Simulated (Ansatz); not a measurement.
# AlN: response to strain

Base system: AlN in the wurtzite structure (space group P6_3mc, No. 186).

```
AlN
1.0
    3.11382     0.00000     0.00000
   -1.55691     2.69665     0.00000
    0.00000     0.00000     4.98358
Al N
2 2
Direct
  0.33333   0.66667   0.99641
  0.66667   0.33333   0.49641
  0.33333   0.66667   0.37839
  0.66667   0.33333   0.87839
```

Cartesian axes are those of the cell as printed.

Strains are applied to the cell and any free atomic positions relax; under biaxial strain the out-of-plane vector relaxes too.

Level of theory: Ansatz (a quantum-chemistry and plane-wave program) PBEsol, without spin-orbit coupling.

```csv
case,electron mass,band gap,shortest interatomic distance
base,–,4.09 eV,1.892 Å
"biaxial strain −2.49 %, plane normal [001], relaxed out of plane","0.28 mₑ out of plane, 0.32 mₑ in plane (at Γ)",4.46 eV,___
"biaxial strain −2.28 %, plane normal [001], relaxed out of plane","0.28 mₑ out of plane, 0.32 mₑ in plane (at Γ)",4.45 eV,1.866 Å
isotropic strain −2.01 %,0.32 mₑ (at Γ),___,1.853 Å
```

**Question.** Complete the table.

**Answer.** 
- biaxial strain −2.49 %, plane normal [001], relaxed out of plane, shortest interatomic distance: 1.864 Å
- isotropic strain −2.01 %, band gap: 4.63 eV

Masses are band curvatures over ±0.01 Å⁻¹ around the edge. Stability against distortions was not tested.
